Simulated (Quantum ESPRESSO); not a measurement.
Troubleshooting Quantum ESPRESSO: a failed run on Ba2Sb3O8 (P1, 13 atoms in the cell). The aim is a self-consistent single point with DFT, PBEsol, plane waves, GBRV 1.5 ultrasoft (PBESOL) pseudopotentials.

Input as run:

```fortran
&CONTROL
 calculation = 'scf',
 prefix = 'ba2sb3o8',
 outdir = './out',
 pseudo_dir = './',
 tprnfor = .true.,
 tstress = .true.,
/
&SYSTEM
 ibrav = 0,
 nat = 13,
 ntyp = 3,
 ecutwfc = 40,
 ecutrho = 200,
 occupations = 'smearing',
 smearing = 'fd',
 degauss = 0.0073499,
/
ATOMIC_SPECIES
Ba   137.3270  ba_pbesol_v1.uspp.F.UPF
Sb   121.7600  sb_pbesol_v1.4.uspp.F.UPF
O     15.9990  o_pbesol_v1.2.uspp.F.UPF
ATOMIC_POSITIONS {angstrom}
Ba   -0.0026846885   -0.0054437222    2.2212792719
Ba    0.0056667579    0.0290483296    9.5562464055
Sb    2.0747314031    2.0803733792    4.3597960122
Sb    2.0497720606    2.0578715593    7.3863038243
Sb    2.0699980907    2.0424738382   -0.0407246064
O     2.0670077608   -0.0269170999    4.0303523565
O     2.0116370931    0.0240961119    7.6581959775
O     0.0260456087    2.0582267643    4.0428757886
O     0.0048200484    2.0643395935    7.6786579522
O     0.0131673645    2.0582845883    0.0090407923
O     2.1059976984   -0.0014869044   -0.0101547680
O     2.0435105410    2.0758548420    2.0305080017
O     2.0514902613    2.0644345901    9.7079347176
K_POINTS {automatic}
6 6 2  1 1 1
CELL_PARAMETERS {angstrom}
   4.1302900000     0.0000000000     0.0000000000
   0.0000000000     4.1302900000     0.0000000000
   0.0000000000     0.0000000000    11.7260600000
```

The program printed (abridged):

```
     This program is part of the open-source Quantum ESPRESSO suite
     for quantum simulation of materials; please cite

 %%%%%%%%%%%%%%%%%%%%%%%%%%%%%%%%%%%%%%%%%%%%%%%%%%%%%%%%%%%%%%%%%%%%%%%%%%%%%%
     Error in routine  read_namelists (1):
      bad line in namelist &electrons: "   0.0000000000     0.0000000000    11.7260600000" (error could be in the previous line)
 %%%%%%%%%%%%%%%%%%%%%%%%%%%%%%%%%%%%%%%%%%%%%%%%%%%%%%%%%%%%%%%%%%%%%%%%%%%%%%

     stopping ...
```

Problem. Read the log: what does the program object to, and what is the fix?

Solution. The fault is a required namelist left out. The program reads the namelists in a fixed order, even empty ones. To fix it, add the namelist. The program stopped before any SCF iteration.

The sound input it was made from differs as follows (other fixes are possible):
```diff
+/
+&ELECTRONS
+ conv_thr = 1.0d-10,
+ mixing_beta = 0.4,
```

With that input, the run converged in 16 iterations: free energy E − TS -12960.3966 eV; Fermi level (on the code's own zero) 9.99 eV; pressure -3.60 GPa; largest force (vector length) 1.488 eV/Å (DFT, PBEsol, plane waves, GBRV 1.5 ultrasoft (PBESOL) pseudopotentials).

On the sound input: the starting cell comes from a database of computed structures (which also holds hypothetical and non-ambient phases and stackings), without a prior relaxation at this level. Its atoms were displaced at random from the sites of space group no. 123. With a pressure of about -4 GPa the cell is away from its equilibrium volume at this level. Forces in this geometry exceed 1 eV/Å.
